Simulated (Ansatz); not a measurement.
An Ansatz (a program for electronic structure) run: NiGe with a change (Ni → Pt); DFT with r2SCAN, PAW potentials and a 500 eV plane-wave cutoff in Ansatz, scalar-relativistic without spin-orbit coupling.

Input:

Ansatz 0.2 input:
```yaml
crystal:
  lattice:
    - [5.7717691632, 0, 0]
    - [0, 3.7130302001, 0]
    - [0, 0, 6.1287349592]
  atoms:
    - { symbol: Pt, position: [0.9965929583, 0.25, 0.193270967] }
    - { symbol: Pt, position: [0.4965929583, 0.25, 0.306729033] }
    - { symbol: Pt, position: [0.0034070417, 0.75, 0.806729033] }
    - { symbol: Pt, position: [0.5034070417, 0.75, 0.693270967] }
    - { symbol: Ge, position: [0.1867370518, 0.25, 0.5871244785] }
    - { symbol: Ge, position: [0.6867370518, 0.25, 0.9128755215] }
    - { symbol: Ge, position: [0.8132629482, 0.75, 0.4128755215] }
    - { symbol: Ge, position: [0.3132629482, 0.75, 0.0871244785] }
basis: { ecutwfc: 500, ecutrho_ratio: 4, xc_grid: 4, fft_grid_basis: typed }
kpoints: { mp_grid: { grid: [8, 13, 8] } }
hamiltonian:
  xc: r2scan
  dispersion: none
  pseudopotentials: { kind: paw }
scf: { occupations: { method: fermi_dirac, width: 0.05 }, convergence: { dr2_threshold: 0.0000000008 } }
output: { forces: true, stress: true }
checkpoint: { write: state.ck, write_every: 1000 }
```

Output:

```
WARN ansatz: RAYON_NUM_THREADS=1 ignored (pool sized by the plan → 1); use --threads N
Pseudopotentials: kind: paw
Pseudopotential: Pt, paw, valence charge 18
Pseudopotential: Ge, paw, valence charge 14
Functional definition: r2SCAN
Crystal: 8 atoms, lattice volume = 131.343 Å³
Basis set: ecut = 500 eV, 3375 PW (Γ), exchange–correlation on 180×120×180 points (64 copies of the dense FFT grid, shifted against one another)
Bands: 72, of which v1, the nominal top of the filled ones, is band 64 counted from 1 (63 counted from 0)
Symmetry: 8 space group operations
Space group: Pnma (ITA 62), of the structure as read, at distance tolerance 5.1e-5 Å
k-points: 175 of 832
PAW frozen core: Pt, regenerated for the run's functional
PAW frozen core: Ge, regenerated for the run's functional
Initial density: superposition of atomic densities (neutral atoms: chi_scale 0, normalization atom), corrected by the library's trained network
Initial wavefunctions: pseudopotential atomic-orbital guess
Eigensolver: davidson
Functional: x = r2scan, c = r2scan; τ floored in thin density (d = 2e-4 eV/Å³)
SCF iter   1: F=—  HF=-67362.508778 eV  |F-HF|=—  |Δ(HF+E_count)|=         —  Δρ=1.14e-2  dr2=1.75e-1  dr2_τ=8.14e-2  ethr=1.77e-3  ⟨swp⟩=6.0  Hψ=44126  notcnv=0  defer=33
all-band conjugate gradients solve this SCF's bands
preconditioner: auto → Kerker (q_TF=auto, 2.717 Å⁻¹)
SCF iter   2: F=—  HF=-67362.542815 eV  |F-HF|=—  |Δ(HF+E_count)|=   3.40e-2  Δρ=4.50e-3  dr2=2.31e-2  dr2_τ=4.17e-3  ethr=1.37e-4  ⟨swp⟩=2.5  Hψ=22792  notcnv=0  defer=297
SCF iter   3: F=—  HF=-67362.544217 eV  |F-HF|=—  |Δ(HF+E_count)|=   1.40e-3  Δρ=1.93e-3  dr2=3.13e-3  dr2_τ=1.42e-4  ethr=1.80e-5  ⟨swp⟩=2.0  Hψ=16411  notcnv=0  defer=297
SCF iter   4: F=—  HF=-67362.545240 eV  |F-HF|=—  |Δ(HF+E_count)|=   1.02e-3  Δρ=5.58e-4  dr2=5.43e-4  dr2_τ=3.84e-5  ethr=2.45e-6  ⟨swp⟩=2.4  Hψ=23426  notcnv=0  defer=297
SCF iter   5: F=—  HF=-67362.545130 eV  |F-HF|=—  |Δ(HF+E_count)|=   1.11e-4  Δρ=2.80e-4  dr2=1.27e-4  dr2_τ=2.51e-6  ethr=4.24e-7  ⟨swp⟩=2.0  Hψ=20127  notcnv=0  defer=297
SCF iter   6: F=—  HF=-67362.545155 eV  |F-HF|=—  |Δ(HF+E_count)|=   2.53e-5  Δρ=7.99e-5  dr2=4.14e-6  dr2_τ=6.91e-7  ethr=9.95e-8  ⟨swp⟩=2.0  Hψ=17198  notcnv=0  defer=297
SCF iter   7: F=—  HF=-67362.545159 eV  |F-HF|=—  |Δ(HF+E_count)|=   4.15e-6  Δρ=2.21e-5  dr2=7.39e-7  dr2_τ=4.96e-8  ethr=3.23e-9  ⟨swp⟩=2.0  Hψ=23500  notcnv=0  defer=297
SCF iter   8: F=—  HF=-67362.545159 eV  |F-HF|=—  |Δ(HF+E_count)|=   3.93e-8  Δρ=4.49e-6  dr2=3.14e-8  dr2_τ=3.56e-9  ethr=5.77e-10  ⟨swp⟩=2.0  Hψ=17193  notcnv=0  defer=297
SCF iter   9: F=—  HF=-67362.545159 eV  |F-HF|=—  |Δ(HF+E_count)|=   9.18e-9  Δρ=1.03e-6  dr2=1.55e-9  dr2_τ=5.04e-11  ethr=2.45e-11  ⟨swp⟩=2.0  Hψ=17195  notcnv=0  defer=297
SCF iter  10: F=-67362.545159 eV  HF=-67362.545159 eV  |F-HF|=4.37e-11  |Δ(HF+E_count)|=   1.44e-9  Δρ=2.45e-7  dr2=9.68e-11  dr2_τ=1.82e-12  ethr=1.00e-12  ⟨swp⟩=4.0  Hψ=40607  notcnv=0
SCF 1 converged in 10 iterations: F = -67362.545159 eV  dr2 = 9.68e-11
SCF converged after 10 iterations
Free energy (F): -67362.545159 eV
Harris-Foulkes:  -67362.545159 eV  (|F-HF|=4.37e-11)
Internal energy: -67362.527980 eV  (E = F + TS)
E sigma→0 (E₀):  -67362.536570 eV
Entropy (-TS):   -0.017179 eV (-2.147 meV/atom)
Fermi energy:    17.448122 eV
--- Per-component energies (eV) ---
  E_band       = -1217.987723
  E_kinetic    = 3002.502797
  E_local      = -15188.853639  (includes V_loc(G=0)·N_el)
  E_nonlocal   = 2486.491047
  E_hartree    = 6252.414571
  E_xc         = -1281.154856
  E_vxc        = -1630.122393  (∫ρ·V_xc dr)
  E_paw        = -46057.954622  (= ΣΔE_a)
  E_vpaw       = -2495.939702  (= ΣTr[D̂ρ^β])
  E_aug_tail   = 0.000664  (compensation charges beyond the density's cutoff)
  E_vtau       = 103.104231  (kinetic-family band-sum trace: ∫τ·v_τ [+ j·A + Jᵃ·Aᵃ] dr)
  E_ewald      = -16570.704902
  E_core_change = -5.269041  (= ΣΔE_core)
  E_smearing   = -0.017179  (= −TS)
  E_closure    = -0.000000  (closes the sum)
  Σ components = -67362.545159   (vs F -67362.545159, Δ=0.00e0)
  [band-id]    e_kinetic+e_local+e_nonlocal+2·e_hartree+e_vxc+e_vpaw+e_augmentation_tail+e_vtau = -1217.987852   (vs E_band -1217.987723, Δ=-1.28e-4)
--- Forces (eV/Å), atoms counted from 1 ---
  atom   1  Pt    -0.00014049    -0.00000000     0.00030165
  atom   2  Pt    -0.00014049    -0.00000000    -0.00030165
  atom   3  Pt     0.00014049     0.00000000    -0.00030165
  atom   4  Pt     0.00014049     0.00000000     0.00030165
  atom   5  Ge    -0.00033029    -0.00000000    -0.00004702
  atom   6  Ge    -0.00033029    -0.00000000     0.00004702
  atom   7  Ge     0.00033029     0.00000000     0.00004702
  atom   8  Ge     0.00033029     0.00000000    -0.00004702
  max |Σ_I F_I| component: 1.73e-17 eV/Å
--- Stress (GPa, compression-positive) ---
        0.003015      -0.000000      -0.000000
       -0.000000       0.007014       0.000000
       -0.000000       0.000000       0.006017
  P = ⅓ Tr σ = 0.0053 GPa (0.053 kbar)
  The stress holds the Pulay correction. Without it, at fixed plane waves, as pw.x and ABINIT print it: P = -0.0664 GPa
  The stress includes an estimate of the error left by incomplete SCF convergence (largest component 0.0001 GPa).
--- Band table ---
  band table: none
```

Whether these cells are dynamically stable was not tested. The final runs are not spin-polarised. The cell was made from NiGe by this change: Ni → Pt.
